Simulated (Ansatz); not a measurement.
Start from FeO in the rock salt structure (space group Fm-3m, No. 225; ferromagnetic; relaxed with 0.1 eV smearing).

```yaml
crystal:
  lattice:
    - [0.00000, 2.13296, 2.13296]
    - [2.13296, 0.00000, 2.13296]
    - [2.13296, 2.13296, 0.00000]
  atoms:
    - { symbol: O, position: [0.00000, 0.00000, 0.00000] }
    - { symbol: Fe, position: [0.50000, 0.50000, 0.50000] }
```

Cartesian axes are those of the cell as printed.

Level of theory: r2SCAN (Ansatz, an electronic-structure program; PAW; 500 eV plane waves; without spin-orbit coupling).

For the base:

```
Property           Value
---------------  -------
Volume per atom  9.70 Å³
Band gap            zero
Pressure         0.0 GPa
```

Now apply this change: biaxial strain −0.68 %, plane normal [001], relaxed out of plane (Cartesian); in-plane vectors clamped, the third vector and the atoms free.

Question: What happens to the energy relative to the base, volume per atom, band gap and pressure?

Answer: The energy rises by 0.9 meV/atom; the volume per atom falls by 0.06 Å³ (9.70 Å³ → 9.64 Å³); the band gap is still zero; the pressure (mean of the normal stresses, compression positive) goes from zero to 1.5 GPa.

No phonon test of stability was made. No Hubbard U is applied and the magnetic state is the run's own (FeO ferromagnetic); other magnetic orders, which need larger cells, were not tried and can change the gap. In its common phase, real FeO is an antiferromagnetic insulator at low temperature.
